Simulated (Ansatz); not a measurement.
# A series of runs on SnTe (P1, 2 atoms in the cell)

```xyz
2
Lattice="0.0000 3.1858 3.1858 3.1858 0.0000 3.1858 3.1858 3.1858 0.0000" Properties=species:S:1:pos:R:3 pbc="T T T"
Sn     0.0038     0.0242     0.0494
Te     3.1820     3.1616     3.1364
```

Base run A: PBEsol, harder PAW files (source: ansatz) made with PBE in Ansatz (a quantum-chemistry and plane-wave program), self-consistent single point.

Its settings: basis.ecutwfc = 640 eV; kpoints.mp_grid.grid = 5 5 5; hamiltonian.xc = pbesol; hamiltonian.pseudopotentials = {kind: paw, source: ansatz}; scf.occupations.method = methfessel_paxton; scf.occupations.width = 0.1 eV.

The starting cell comes from a database of computed structures (which also holds hypothetical and non-ambient phases and stackings), without a prior relaxation at this level. Its atoms were displaced at random from the sites of space group no. 225. Spin-orbit coupling is off. Ansatz's pressure includes its estimate of the finite-basis (Pulay) stress.

ΔF is the free energy per atom less that of run A. 

| run | kpoints.mp_grid.grid, kpoints.mp_grid.shift | ΔF (meV/atom) | pressure (GPa) | largest force (eV/Å) | k-points |
|---|---|---|---|---|---|
| A | 5 5 5, default | 0.00 | -1.62 | 0.040 | 63 |
| B | 2 2 2, default | 894.5 | 2.63 | 1.344 | 8 |
| C | 2 2 2, 0.5 0.5 0.5 | -301.3 | -3.05 | 0.138 | 4 |
| D | 3 3 3, default | -46.1 | -1.72 | 0.088 | 14 |
| E | 3 3 3, 0.5 0.5 0.5 | 40.5 | -1.68 | 0.270 | 14 |
| F | 4 4 4, default | -0.79 | -1.95 | 0.158 | 36 |
| G | 4 4 4, 0.5 0.5 0.5 | 2.4 | -1.37 | 0.059 | 32 |
| H | 5 5 5, 0.5 0.5 0.5 | 1.95 | -1.59 | 0.058 | 63 |
| I | 5 5 5, 0 0 0.5 | 4.0 | -1.58 | 0.042 | 63 |

Run I against A: The free energy rises by 4.0 meV/atom, the pressure hardly changes (-1.62 to -1.58 GPa) and the largest force moves little (0.040 to 0.042 eV/Å).

Run D against A: The free energy goes down by 46.1 meV/atom, the pressure goes from -1.62 to -1.72 GPa, the largest force goes from 0.040 to 0.088 eV/Å and the gap on the mesh goes from 0.887 to 1.602 eV.

Run F against A: The free energy hardly moves (within 1 meV/atom), the pressure goes from -1.62 to -1.95 GPa and the largest force goes from 0.040 to 0.158 eV/Å.

Keys are those of Ansatz 0.2.
